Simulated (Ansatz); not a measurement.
SrHg2In2 (I4/mmm), PBEsol, DFPT electron-phonon coupling, linearised Boltzmann equation (Ansatz, a quantum-chemistry and plane-wave program). Phonon-limited resistivity 16.4 μΩ·cm at 300 K along x (a = (-2.28, 2.28, 6.37) Å; b = (2.28, -2.28, 6.37) Å; c = (2.28, 2.28, -6.37) Å), current-weighted mean free path 8.4 nm, Drude plasma energy 6.06 eV.

Q: What Drude relaxation time do resistivity and plasma energy imply?

A: ω_p = 9.21e15 s⁻¹, so τ = 1/(ε₀ ω_p² ρ) = 8.12 fs, a damping ħ/τ of 81.0 meV.

Q: Estimate the resistivity of a 20 nm square wire with diffuse walls from ρ ≈ ρ₀(1 + 3ℓ/4d).

A: 1 + 0.75 × 8.4/20 = 1.31, so ρ ≈ 21.6 μΩ·cm and a line 1 μm long has 539 Ω. The formula is the free-electron limit for d well above ℓ; grain boundaries add to it.

Q: What is the classical skin depth at 10 GHz (nonmagnetic, μ₀ = 1.257×10⁻⁶ H/m)?

A: δ = √(ρ/(π f μ₀)) = 2040 nm.

A metal at this level (no band gap). Only scattering by harmonic phonons is included (no impurities, grain boundaries, electron-electron scattering or thermal expansion). Spin-orbit coupling is left out, which matters with elements this heavy. Halving the electron mesh (20x20x20) moves the resistivity by up to 9 % at 300 K, the mean free path by up to 4 %. Smearing 0.20 eV; phonons on a 4x4x4 q mesh, which this run doesn't test.

Computed structure with no diffraction record at hand here (it may be known, metastable or hypothetical): SrHg2In2 (I4/mmm).
